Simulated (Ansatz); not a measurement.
System: Al2Cu (I4/mcm, No. 140). Method: LDA (PAW; Ansatz, a quantum-chemistry and plane-wave program).

Numerical settings: plane-wave cutoff 520 eV, 14×14×14 k mesh, Fermi–Dirac smearing 0.05 eV, no spin polarisation, scalar-relativistic PAW data made under PBE.

Shape and atoms are relaxed at each volume.

Pressure at four volumes; x = ln(V/14.038 Å³). One pressure is withheld.

| V (Å³/atom) | x | P (GPa) |
|---|---|---|
| 13.476 | -0.0409 | ? |
| 13.757 | -0.0202 | 2.44 |
| 14.038 | 0.0000 | 0.00 |
| 14.599 | 0.0392 | -4.14 |

**Question.** Pass a parabola P(x) through the three rows shown, estimate the bulk modulus and its pressure derivative near zero pressure, and predict the withheld pressure.

**Answer.** Slopes between the rows: (0.00 − (2.44))/(0.0000 − (-0.0202)) = -120.79 and (-4.14 − (0.00))/(0.0392 − (0.0000)) = -105.61 GPa. Their difference over the span 0.0594 is c = 15.18/0.0594 = 255.6 GPa, so P(x) = 2.44 + (-120.79)(x − (-0.0202)) + 255.6 (x − (-0.0202))(x − (0.0000)). At the middle row B = −dP/dx = −[-120.79 + 255.6 × 0.0202] = 115.6 GPa, and B′ = dB/dP = 2c/B = 4.4. At x = -0.0409 the parabola gives 5.16 GPa; the run gives 5.15 GPa. The Birch–Murnaghan fit to the energies at all volumes has B0 = 115 GPa and B′ = 4.5.
